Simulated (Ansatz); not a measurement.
Cost and result by functional for the adsorption energy of NH2 on the 1x1 (110) surface of zinc-blende GaAs (cut with top plane As + Ga), one in a 2x1 cell, started at the site 'bridge As-Ga (span 5.0 Å)', in Ansatz (plane waves, PAW). Single points on the PBE structure, on one kind of machine; costs are rough ratios of the slab run's core time (references not counted) to the cheapest single point. r2SCAN's cost holds its higher cutoff (500 against 420 eV). Differences are taken against r2SCAN for comparison alone: no measured value is at hand, so the table doesn't rank accuracy. The points keep PBE's geometry, so the relaxation of a polaron and the settling of charge on one site are left out.

Host crystal: zinc-blende GaAs, with a band gap (PBE, scalar-relativistic without spin-orbit coupling).

Model: 23-atom slab, 8.6 Å thick at the start under the adsorbate (thin: gaps and levels are the slab's own), 3x4x1 mesh, Fermi-Dirac 0.01 eV, dipole correction, 8 atoms held, the rest relaxed; no symmetry held; spin-polarised, ending with about 0.8 μB a cell, a value that depends on the mesh; orders that need a larger cell were not tried, no spin-orbit, no U, no dispersion correction. The slab shows no gap over 0.04 eV on its mesh. At the end it is bonded to Ga. In PBE it is, or lies within 0.03 eV of, the lowest of the starts that converged. These notes are the PBE run's. r2SCAN: The program's check for a lower electronic state was not made. Adsorption energies are against NH3(g) − ½ H2(g). A negative adsorption energy means that the adsorbate is more stable on the surface than in its reference.

```
functional                     relative cost  adsorption energy (eV)  less r2SCAN (eV)
-----------------------------  -------------  ----------------------  ----------------
RPBE                                       1                    0.96              0.22
r2SCAN                                     2                    0.74              0.00
PBE (the relaxed run's value)              –                    0.83              0.09
```

The values span 0.22 eV, while the single points' costs differ by a factor of roughly 2. Differences are of unrounded values.

Ansatz is a first-principles code.
